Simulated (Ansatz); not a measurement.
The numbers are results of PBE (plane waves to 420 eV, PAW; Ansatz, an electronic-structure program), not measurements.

Electrostatic potential energy of an electron, averaged over planes parallel to the surface, in eV from the Fermi level, for a constructed model of the (111) surface of fcc Pt, a pseudomorphic layer of In in the host's stacking (bottom of the slab: a bare face, its two planes held):

(z (Å), V (eV)): (3.61, 5.67); (3.89, 5.66); (4.17, 5.66); (4.44, 5.66); (4.72, 5.66); (5.00, 5.65); (5.28, 5.64); (5.56, 5.60); (5.83, 5.53); (6.11, 5.38); (6.39, 5.02); (6.67, 4.24); (6.94, 2.49); (7.22, -1.98); (7.50, -10.96); (7.78, -19.62); (8.06, -23.35); (8.33, -20.28); (8.61, -12.08); (8.89, -3.34); (9.17, 0.12); (9.44, -1.69); (9.72, -9.25); (10.00, -18.24); (10.28, -23.28); (10.56, -21.89); (10.83, -14.76); (11.11, -5.60); (11.39, -0.52); (11.67, -1.02); (11.94, -7.33); (12.22, -16.53); (12.50, -22.71); (12.78, -22.79); (13.06, -16.72); (13.33, -7.52); (13.61, -1.06); (13.89, -0.42); (14.17, -5.30); (14.44, -14.44); (14.72, -21.72); (15.00, -23.35); (15.28, -18.52); (15.56, -9.60); (15.83, -1.88); (16.11, 0.10); (16.39, -2.94); (16.67, -11.41); (16.94, -19.85); (17.22, -23.53); (17.50, -20.55); (17.78, -12.45); (18.06, -3.58); (18.33, 0.36); (18.61, -0.41); (18.89, -6.56); (19.17, -15.87); (19.44, -22.43); (19.72, -22.91); (20.00, -17.08); (20.28, -7.96); (20.56, -1.32); (20.83, -0.21); (21.11, -2.73); (21.39, -8.88); (21.67, -14.90); (21.94, -17.89); (22.22, -17.47); (22.50, -13.67); (22.78, -7.29); (23.06, -1.57); (23.33, 1.15); (23.61, 2.48); (23.89, 3.14); (24.17, 3.47); (24.44, 3.62); (24.72, 3.70); (25.00, 3.74); (25.28, 3.76); (25.56, 3.77); (25.83, 3.77); (26.11, 3.77); (26.39, 3.77)

Set-up: 7 atoms, 13.9 Å thick at the start; mesh 15x15x1; 0.1 eV smearing; dipole correction on; 2 atoms held, the rest relaxed; start symmetry kept, larger cells not searched; no spin, no spin-orbit, no U. In PBE it is, or lies within 0.01 eV a 1x1 cell of, the lowest of the 2 structures of its composition computed so far; larger cells were not tried.

The surface cell has an area of 6.82 Å². What dipole along the normal does the step between the two vacuum levels imply?

the top vacuum level lies 1.89 eV below the bottom one; p = −ε₀ A ΔV (ε₀ = 0.005526 e/(V·Å)) gives 0.07 e·Å a cell.
